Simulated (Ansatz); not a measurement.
Base system: Ti in the hcp (Mg type) structure (space group P6_3/mmc, No. 194; a = 2.940 Å, c = 4.654 Å; relaxed with 0.1 eV smearing). Axes: x lies along a and z along c of the hexagonal cell.

All numbers come from plane-wave PAW DFT at the PBE level (Ansatz, a quantum-chemistry and plane-wave program, 420 eV), scalar-relativistic without spin-orbit coupling.

Before the change:

| Property | Value |
|---|---|
| Volume per atom | 17.42 Å³ |

Now apply this change: tensile biaxial strain of 1.50 % in the plane normal to [001], as in epitaxy on a mismatched substrate; the out-of-plane cell vector and the atoms relax.

Problem. How does this affect the volume per atom?

Solution. The volume per atom goes up by 0.31 Å³, from 17.42 Å³ to 17.73 Å³.

Stability against distortions was not tested. The final runs are not spin-polarised.
